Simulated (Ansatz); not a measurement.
GaN (P6_3mc): electron mass 0.193 mₑ, hole mass 1.52 mₑ, dielectric constants ε∞ = 5.71 and ε₀ = 10.1, effective LO phonon energy 91 meV (band masses from r2SCAN with spin-orbit coupling, rigid bands (Ansatz, an electronic-structure program), cell and atoms relaxed with r2SCAN; dielectric constants and zone-centre modes from LDA run with Ansatz on its own relaxed cell).

Problem. Estimate a shallow donor's binding energy, its radius and the Mott density in the hydrogenic model.

Solution. E_d = 13.606 eV × m/ε₀² = 25.7 meV and a = 0.0529 nm × ε₀/m = 2.77 nm; n^(1/3) a = 0.26 gives 8.3e17 cm⁻³. The orbit spans many cells, so the model is sensible.

Problem. Bracket the exciton binding energy.

Solution. The reduced mass is 0.171 mₑ, which gives 22.8 meV with ε₀ and 71.5 meV with ε∞. Both lie under the phonon energy, so the ions follow and the static value is the better guide.

Isotropic masses (harmonic means over directions) and a parabolic band; the masses carry the functional's gap error.
